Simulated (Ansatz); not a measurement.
The reference is ScCuO2 (space group P6_3/mmc, No. 194; a = 3.203 Å, c = 11.284 Å). Axes: x lies along a and z along c of the hexagonal cell.

Perturbation: the cell is compressed by 1.50 % along x with no lateral relaxation, atoms relaxed at fixed cell.

Computed with PBEsol (Ansatz, an electronic-structure program, PAW, no spin-orbit coupling).

Q: Give the band edges at the high-symmetry points of the new zone, measured from its valence-band maximum.

A: 
```csv
point,valence edge (eV),conduction edge (eV)
Γ,-0.22,2.60
Y,-0.04,2.26
C₀,-0.05,2.96
Σ₀,-0.05,2.96
Z,-0.52,3.27
A₀,-0.04,3.21
E₀,-0.04,3.21
T,-0.08,2.54
S,0.00,2.31
R,-0.04,2.58
```

The gap is 2.26 eV, indirect, S → Y.

The cells carry an imposed strain or load. Whether these cells are dynamically stable was not tested. No Hubbard U is applied. All final runs are without spin polarisation. k-point labels follow each cell's own Brillouin zone.
